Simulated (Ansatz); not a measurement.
Start from CaO in the rock salt structure (space group Fm-3m, No. 225; a = 4.795 Å). Axes: x, y, z lie along the cube axes.

The values are results of Ansatz (a quantum-chemistry and plane-wave program) r2SCAN, scalar-relativistic without spin-orbit coupling, not measurements.

A first run, uniaxial strain ε_xx = +0.95 %, gives secant values C11 ≈ 220 GPa and C12 ≈ 58 GPa from its stress. A second run applies isotropic strain +0.62 %.

Task: What does linear elasticity predict for the bulk modulus −ΔP/(ΔV/V₀) in the second run, and what does the run give?

Result: Linear elasticity: (C11 + 2 C12)/3 = 110 GPa. The run gives 110 GPa; any difference comes from nonlinear terms at these strains and numerical noise.

Stability against distortions was not tested.
